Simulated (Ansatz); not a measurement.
Take GaAs in the zinc blende structure (space group F-43m, No. 216; a = 5.6028 Å) as the base. Axes: x, y, z lie along the cube axes.

The values are results of LDA (Ansatz, an electronic-structure program), no spin-orbit coupling, not measurements.

Strains are applied to the cell and any free atomic positions relax.

One change was made to it. Results:

The band gap shrinks by 0.143 eV to 0.34 eV; the pressure (mean of the normal stresses, compression positive) falls by 1.07 GPa, from 0.01 GPa to -1.06 GPa; the valence-band top at Γ (three highest levels, from the VBM) becomes 0.00, 0.00, -0.09 eV (base: 0.00, 0.00, 0.00 eV).

### Question
Which change produced these results?
(A) uniaxial strain ε_zz = +1.50 %
(B) uniaxial strain ε_zz = +2.00 %
(C) uniaxial strain ε_zz = −1.00 %

### Answer
A, uniaxial strain ε_zz = +1.50 %. For comparison, the band gap in the other runs: uniaxial strain ε_zz = +2.00 % gives 0.30 eV; uniaxial strain ε_zz = −1.00 % gives 0.53 eV.

Semilocal Kohn–Sham gaps tend to fall short of experiment. No phonon test of stability was made. The zero or small gap of GaAs under uniaxial strain ε_zz = +2.00 % can change with the level of theory.
